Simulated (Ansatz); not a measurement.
System: CrBr₂ (C2/m, No. 12; cell taken from a computed entry). Method: PBE0 in Ansatz (PAW).

Settings: plane-wave cutoff 500 eV, 6×6×4 k mesh (along the axes of the cell as run), gaussian smearing 0.02 eV, spin-polarised start, scalar-relativistic PAW data made under PBE.

Cell (relaxed with r²SCAN):

```cif
data_Br4Cr2
_chemical_formula_sum 'Cr2 Br4'
_space_group_name_H-M_alt 'C2/m'
_space_group_IT_number 12
_space_group_name_Hall '-C 2y'
_cell_length_a 7.26709
_cell_length_b 3.65329
_cell_length_c 6.49274
_cell_angle_alpha 90.000
_cell_angle_beta 95.604
_cell_angle_gamma 90.000
loop_
_atom_site_label
_atom_site_type_symbol
_atom_site_symmetry_multiplicity
_atom_site_Wyckoff_symbol
_atom_site_fract_x
_atom_site_fract_y
_atom_site_fract_z
_atom_site_occupancy
Cr1 Cr 2 a 0.00000 0.00000 0.00000 1
Br1 Br 4 i 0.14875 0.50000 0.23209 1
```
(The calculation used a cell of 3 atoms; values per cell refer to that cell.)

### Question
Predict the band gap.

### Answer

- band gap = 3.69 eV (on the SCF k mesh)

Note: the magnetic order was assumed, not searched for or taken from measurement; the cell comes from a level without a dispersion term, which matters for the spacing of layers, chains or molecules; cell and atoms aren't relaxed at this level (largest force component 0.02 eV/Å, pressure 0.4 GPa); the cell has widely spaced layers and the level no dispersion term, so their spacing and the moduli can rest on weak binding.

Spin–orbit coupling is not included.

The computed numbers hold no vibrational or temperature effects.

It cost very roughly 9 core-minutes of CPU time.

Ansatz is a program for electronic structure.
